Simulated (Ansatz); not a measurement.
**bcc W (1 1 1) on 4H silicon carbide (0 0 1) (film strained to the substrate, started from cuts of the bulks and a machine-learned relaxation)**

A periodic stack without vacuum, bcc W (1 1 1) on 4H silicon carbide (0 0 1) (film strained to the substrate, started from cuts of the bulks and a machine-learned relaxation): substrate slab Si56C56, film W30, surface cells [[-3, -1], [-2, -3]] and [[-1, 2], [-2, 1]], film strained by +5.0 and +5.0 %, outermost planes C/Si and W/W as cut, which need not be the usual terminations and can put a slab off its formula.

The start was prepared with a machine-learned potential, and the result is one local minimum, with the in-plane cell held and forces under 0.04 eV/Å; the film can end far from its bulk form.

These are PBE (plane waves to 420 eV, PAW; Ansatz, a first-principles code) values and carry that method's errors. Spin–orbit coupling is left out; the runs are not spin-polarised. Its k-point mesh 4×4×1, Fermi–Dirac width 0.05 eV.

- interface area = 58.0 Å²
- period = 29.59 Å
- gaps between the outermost planes at the two interfaces = 1.68 and 1.38 Å
- Si–W contacts across the interfaces within 1.22 times the sum of covalent radii = 23, mean 2.85 Å
- C–W contacts across the interfaces within 1.22 times the sum of covalent radii = 12, mean 2.37 Å
- estimate of the barrier = withheld, since the two interfaces are unlike

```yaml
crystal:
  lattice:
    - [8.18534, -0.00046, -0.12167]
    - [4.09209, 7.08890, -0.12797]
    - [-0.14868, -2.97768, 29.62806]
  atoms:
    - { symbol: Si, position: [0.81441, 0.70690, 0.03935] }
    - { symbol: Si, position: [0.39913, 0.84342, 0.04181] }
    - { symbol: Si, position: [0.67963, 0.42364, 0.04547] }
    - { symbol: Si, position: [0.26064, 0.55459, 0.03945] }
    - { symbol: Si, position: [0.53995, 0.14059, 0.04173] }
    - { symbol: Si, position: [0.10157, 0.28158, 0.04171] }
    - { symbol: Si, position: [0.96678, 0.00079, 0.03935] }
    - { symbol: Si, position: [0.79659, 0.78632, 0.21268] }
    - { symbol: Si, position: [0.36692, 0.92915, 0.21263] }
    - { symbol: Si, position: [0.65317, 0.50060, 0.21308] }
    - { symbol: Si, position: [0.22398, 0.64379, 0.21271] }
    - { symbol: Si, position: [0.51074, 0.21412, 0.21263] }
    - { symbol: Si, position: [0.08204, 0.35793, 0.21263] }
    - { symbol: Si, position: [0.93907, 0.07120, 0.21269] }
    - { symbol: Si, position: [0.61906, 0.70127, 0.12801] }
    - { symbol: Si, position: [0.19016, 0.84115, 0.12639] }
    - { symbol: Si, position: [0.47433, 0.41390, 0.12800] }
    - { symbol: Si, position: [0.04726, 0.55704, 0.12638] }
    - { symbol: Si, position: [0.33339, 0.12767, 0.12695] }
    - { symbol: Si, position: [0.90648, 0.26911, 0.12799] }
    - { symbol: Si, position: [0.76310, 0.98395, 0.12636] }
    - { symbol: Si, position: [0.83035, 0.58757, 0.29831] }
    - { symbol: Si, position: [0.40141, 0.73043, 0.29838] }
    - { symbol: Si, position: [0.68734, 0.30156, 0.29833] }
    - { symbol: Si, position: [0.25891, 0.44451, 0.29830] }
    - { symbol: Si, position: [0.54439, 0.01587, 0.29822] }
    - { symbol: Si, position: [0.11574, 0.15898, 0.29824] }
    - { symbol: Si, position: [0.97296, 0.87330, 0.29839] }
    - { symbol: C, position: [0.81050, 0.73644, 0.10486] }
    - { symbol: C, position: [0.38561, 0.87862, 0.10636] }
    - { symbol: C, position: [0.66988, 0.45206, 0.10781] }
    - { symbol: C, position: [0.24432, 0.59116, 0.10490] }
    - { symbol: C, position: [0.52728, 0.16707, 0.10629] }
    - { symbol: C, position: [0.09714, 0.30886, 0.10629] }
    - { symbol: C, position: [0.95586, 0.02478, 0.10484] }
    - { symbol: C, position: [0.78613, 0.81581, 0.27689] }
    - { symbol: C, position: [0.35700, 0.95857, 0.27686] }
    - { symbol: C, position: [0.64305, 0.53011, 0.27714] }
    - { symbol: C, position: [0.21425, 0.67304, 0.27695] }
    - { symbol: C, position: [0.50044, 0.24394, 0.27686] }
    - { symbol: C, position: [0.07178, 0.38735, 0.27686] }
    - { symbol: C, position: [0.92879, 0.10120, 0.27690] }
    - { symbol: C, position: [0.60912, 0.72902, 0.19209] }
    - { symbol: C, position: [0.18006, 0.87126, 0.19116] }
    - { symbol: C, position: [0.46575, 0.44357, 0.19208] }
    - { symbol: C, position: [0.03736, 0.58633, 0.19115] }
    - { symbol: C, position: [0.32324, 0.15734, 0.19147] }
    - { symbol: C, position: [0.89462, 0.30020, 0.19207] }
    - { symbol: C, position: [0.75239, 0.01402, 0.19113] }
    - { symbol: C, position: [0.87222, 0.45560, 0.01762] }
    - { symbol: C, position: [0.45099, 0.59920, 0.01780] }
    - { symbol: C, position: [0.72863, 0.17785, 0.01759] }
    - { symbol: C, position: [0.29944, 0.31107, 0.02105] }
    - { symbol: C, position: [0.58219, 0.89769, 0.02108] }
    - { symbol: C, position: [0.16894, 0.02835, 0.02126] }
    - { symbol: C, position: [0.01590, 0.74781, 0.02661] }
    - { symbol: Si, position: [0.76884, 0.86515, 0.38382] }
    - { symbol: Si, position: [0.34036, 0.00795, 0.38382] }
    - { symbol: Si, position: [0.62673, 0.57910, 0.38386] }
    - { symbol: Si, position: [0.19733, 0.72221, 0.38389] }
    - { symbol: Si, position: [0.48349, 0.29304, 0.38387] }
    - { symbol: Si, position: [0.05474, 0.43610, 0.38381] }
    - { symbol: Si, position: [0.91159, 0.15103, 0.38387] }
    - { symbol: Si, position: [0.74060, 0.94339, 0.55594] }
    - { symbol: Si, position: [0.31271, 0.08813, 0.55515] }
    - { symbol: Si, position: [0.59961, 0.65841, 0.55433] }
    - { symbol: Si, position: [0.16934, 0.79932, 0.55202] }
    - { symbol: Si, position: [0.45777, 0.37230, 0.55447] }
    - { symbol: Si, position: [0.02893, 0.51569, 0.55652] }
    - { symbol: Si, position: [0.88524, 0.22861, 0.55636] }
    - { symbol: Si, position: [0.56469, 0.85734, 0.46944] }
    - { symbol: Si, position: [0.13580, 0.00078, 0.46927] }
    - { symbol: Si, position: [0.42306, 0.57040, 0.46891] }
    - { symbol: Si, position: [0.99229, 0.71317, 0.46929] }
    - { symbol: Si, position: [0.27894, 0.28582, 0.46959] }
    - { symbol: Si, position: [0.85158, 0.42776, 0.46992] }
    - { symbol: Si, position: [0.70878, 0.14185, 0.46974] }
    - { symbol: Si, position: [0.76971, 0.74948, 0.64392] }
    - { symbol: Si, position: [0.33697, 0.88557, 0.63624] }
    - { symbol: Si, position: [0.63073, 0.46571, 0.64070] }
    - { symbol: Si, position: [0.21633, 0.60435, 0.63891] }
    - { symbol: Si, position: [0.48790, 0.18028, 0.64477] }
    - { symbol: Si, position: [0.06550, 0.31461, 0.64385] }
    - { symbol: Si, position: [0.92504, 0.01589, 0.64107] }
    - { symbol: C, position: [0.75851, 0.89476, 0.44796] }
    - { symbol: C, position: [0.33014, 0.03779, 0.44799] }
    - { symbol: C, position: [0.61709, 0.60862, 0.44810] }
    - { symbol: C, position: [0.18683, 0.75189, 0.44811] }
    - { symbol: C, position: [0.47370, 0.32229, 0.44809] }
    - { symbol: C, position: [0.04456, 0.46537, 0.44800] }
    - { symbol: C, position: [0.90128, 0.18082, 0.44809] }
    - { symbol: C, position: [0.72878, 0.97274, 0.62026] }
    - { symbol: C, position: [0.30205, 0.11872, 0.61939] }
    - { symbol: C, position: [0.58776, 0.68909, 0.61863] }
    - { symbol: C, position: [0.15861, 0.82680, 0.61458] }
    - { symbol: C, position: [0.44991, 0.40184, 0.61796] }
    - { symbol: C, position: [0.01878, 0.54666, 0.62143] }
    - { symbol: C, position: [0.87769, 0.25676, 0.62209] }
    - { symbol: C, position: [0.55392, 0.88742, 0.53379] }
    - { symbol: C, position: [0.12545, 0.03085, 0.53354] }
    - { symbol: C, position: [0.41331, 0.60002, 0.53288] }
    - { symbol: C, position: [0.98099, 0.74243, 0.53349] }
    - { symbol: C, position: [0.26892, 0.31609, 0.53409] }
    - { symbol: C, position: [0.84220, 0.45703, 0.53499] }
    - { symbol: C, position: [0.69930, 0.17082, 0.53432] }
    - { symbol: C, position: [0.82024, 0.61718, 0.36267] }
    - { symbol: C, position: [0.39143, 0.75996, 0.36281] }
    - { symbol: C, position: [0.67701, 0.33143, 0.36272] }
    - { symbol: C, position: [0.24867, 0.47414, 0.36275] }
    - { symbol: C, position: [0.53420, 0.04551, 0.36258] }
    - { symbol: C, position: [0.10555, 0.18852, 0.36262] }
    - { symbol: C, position: [0.96269, 0.90309, 0.36276] }
    - { symbol: W, position: [0.71428, 0.61957, 0.73127] }
    - { symbol: W, position: [0.39968, 0.29022, 0.73222] }
    - { symbol: W, position: [0.06425, 0.94571, 0.72877] }
    - { symbol: W, position: [0.39850, 0.95825, 0.71383] }
    - { symbol: W, position: [0.03624, 0.58945, 0.70156] }
    - { symbol: W, position: [0.73254, 0.26948, 0.70714] }
    - { symbol: W, position: [0.38289, 0.97641, 0.79572] }
    - { symbol: W, position: [0.05236, 0.63985, 0.78905] }
    - { symbol: W, position: [0.71953, 0.30836, 0.79091] }
    - { symbol: W, position: [0.05669, 0.28993, 0.75803] }
    - { symbol: W, position: [0.72591, 0.96242, 0.75947] }
    - { symbol: W, position: [0.38333, 0.63112, 0.75930] }
    - { symbol: W, position: [0.04229, 0.33381, 0.84982] }
    - { symbol: W, position: [0.70802, 0.00372, 0.85012] }
    - { symbol: W, position: [0.37678, 0.66870, 0.85068] }
    - { symbol: W, position: [0.71132, 0.65630, 0.82130] }
    - { symbol: W, position: [0.37787, 0.32528, 0.82287] }
    - { symbol: W, position: [0.04772, 0.98785, 0.82042] }
    - { symbol: W, position: [0.70698, 0.69855, 0.91239] }
    - { symbol: W, position: [0.36043, 0.36805, 0.91277] }
    - { symbol: W, position: [0.03322, 0.02442, 0.91197] }
    - { symbol: W, position: [0.37107, 0.01716, 0.88483] }
    - { symbol: W, position: [0.03680, 0.68137, 0.87526] }
    - { symbol: W, position: [0.70472, 0.34894, 0.87924] }
    - { symbol: W, position: [0.35757, 0.05602, 0.97090] }
    - { symbol: W, position: [0.02762, 0.71874, 0.95981] }
    - { symbol: W, position: [0.69183, 0.38737, 0.96346] }
    - { symbol: W, position: [0.01430, 0.38336, 0.94157] }
    - { symbol: W, position: [0.70296, 0.05111, 0.94177] }
    - { symbol: W, position: [0.36959, 0.69849, 0.94169] }
```
